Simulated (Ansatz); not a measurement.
A constructed model of the (111) surface of diamond, (√3x√3)R30° Ge adatom at T4 (bottom of the slab: 3 H on 3 bottom sites)

The numbers are results of PBE (plane waves to 420 eV, PAW; Ansatz, an electronic-structure program), not measurements.

Set-up: 28 atoms, 9.4 Å thick at the start with caps and adatoms (thin: gaps and levels are the slab's own); mesh 7x7x1; 0.025 eV smearing; dipole correction on; 6 atoms held, the rest relaxed; symmetry of the start imposed; spin-polarised, ending with about 0.2 μB a cell, a value that depends on the mesh; orders that need a larger cell were not tried, no spin-orbit, no U. The slab shows no gap on its mesh. In PBE it is, or lies within 0.01 eV a 1x1 cell of, the lowest of the 2 structures of its composition computed so far; subsurface sites and larger cells were not tried.

- work function of the top face: 4.33 eV
- energy released by relaxation: 0.50 eV
- cost: around 6 core-minutes (rough)
